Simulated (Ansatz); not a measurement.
MgO under a change: biaxial strain +2.47 %, plane normal [111], relaxed out of plane

Take MgO in the rock salt structure (space group Fm-3m, No. 225; a = 4.2149 Å) as the base. Axes: x, y, z lie along the cube axes.

Now apply this change: biaxial strain +2.47 %, plane normal [111], relaxed out of plane (Cartesian); in-plane vectors clamped, the third vector and the atoms free.

Computed with DFT with PBEsol, PAW potentials and a 420 eV plane-wave cutoff in Ansatz (a quantum-chemistry and plane-wave program), without spin-orbit coupling, earlier PAW set. Γ-centred 13×13×13 mesh, Fermi–Dirac width 0.05 eV.

* **Volume per atom**: 9.74 Å³ (base 9.36 Å³)
* **Space group**: R-3m (No. 166) (base Fm-3m (No. 225))
* **Shortest interatomic distance**: 2.136 Å (base 2.107 Å)
* **Energy relative to the base (free energy F)**: +13 meV/atom
* **Pressure (mean of the normal stresses, compression positive)**: -5.79 GPa (base 0.00 GPa)
* **Band gap**: 4.08 eV (base 4.62 eV)
* **Gap character**: direct at Γ (base direct at Γ)
* **Valence-band top at Γ (three highest levels, from the VBM)**: 0.00, -0.23, -0.23 eV (base 0.00, 0.00, 0.00 eV)
* **Out-of-plane strain**: -0.87 %
* **Ratio −ε⊥/ε∥**: 0.35
* **Mean in-plane stress (compression positive)**: -8.7 GPa

No phonon test of stability was made. Labels are those of the standard path for the cell's own space group.
